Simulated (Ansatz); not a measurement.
**What isotropic strain +0.75 % does to Ga2O3**

Take Ga₂O₃ in the corundum structure (space group R-3c, No. 167; a = 4.950 Å, c = 13.306 Å (hexagonal axes)) as the base.

Modification: every lattice vector is stretched by 0.75 %; the atoms relax in the strained cell.

All numbers come from Kohn–Sham DFT with the LDA functional, run in Ansatz (a first-principles code) with PAW and 420 eV plane waves, spin-orbit coupling left out. Γ-centred 8×8×8 mesh, Fermi–Dirac width 0.05 eV.

The volume per atom rises by 0.21 Å³ (9.41 Å³ → 9.62 Å³) and the space group stays R-3c (No. 167). The shortest interatomic distance increases by 0.014 Å, from 1.911 Å to 1.925 Å and the energy grows by 3.5 meV/atom. The pressure (mean of the normal stresses, compression positive) goes from zero to -5.12 GPa and the band gap shrinks by 0.25 eV, from 3.04 eV to 2.79 eV. The gap character remains indirect, Γ–S₀ (50 % along) → Γ and the mean gap deformation potential ΔEg/Δln V amounts to -10.9 eV. The electron mass changes from 0.24 mₑ (at Γ) to 0.23 mₑ (at Γ).

Final structure:

```xyz
10
Lattice="2.4935 1.4396 4.4685 -2.4935 1.4396 4.4685 0.0000 -2.8793 4.4685" Properties=species:S:1:pos:R:3 pbc="T T T"
Ga     0.0000     0.0000     8.6364
Ga     0.0000     0.0000     1.9337
Ga     0.0000     0.0000     4.7691
Ga     0.0000     0.0000    11.4719
O      0.7550     1.5716     5.5856
O     -1.7386    -0.1320     5.5856
O     -0.7550    -1.5716     7.8199
O     -0.9836     1.4396     7.8199
O      1.7386     0.1320     7.8199
O      0.9836    -1.4396     5.5856
```

Masses are band curvatures over ±0.01 Å⁻¹ around the edge. Stability against distortions was not tested.
